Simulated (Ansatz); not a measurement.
Take TiO2 in the anatase structure (space group I4_1/amd, No. 141; a = 3.7697 Å, c = 9.5555 Å) as the base. Axes: x, y, z lie along a, b, c of the conventional cell.

Calculations: DFT with PBEsol, PAW potentials and a 420 eV plane-wave cutoff in Ansatz (a quantum-chemistry and plane-wave program), scalar-relativistic without spin-orbit coupling, earlier PAW set.

For the base:

```
Property    Value
--------  -------
Band gap  2.11 eV
```

The change: biaxial strain −4.24 %, plane normal [001], relaxed out of plane (Cartesian); in-plane vectors clamped, the third vector and the atoms free.

Predict the new in-plane stress and band gap.

The mean in-plane stress (compression positive) comes out as +11.3 GPa; the band gap grows by 0.43 eV (2.11 eV → 2.54 eV).

Stability against distortions was not tested. All final runs are without spin polarisation.
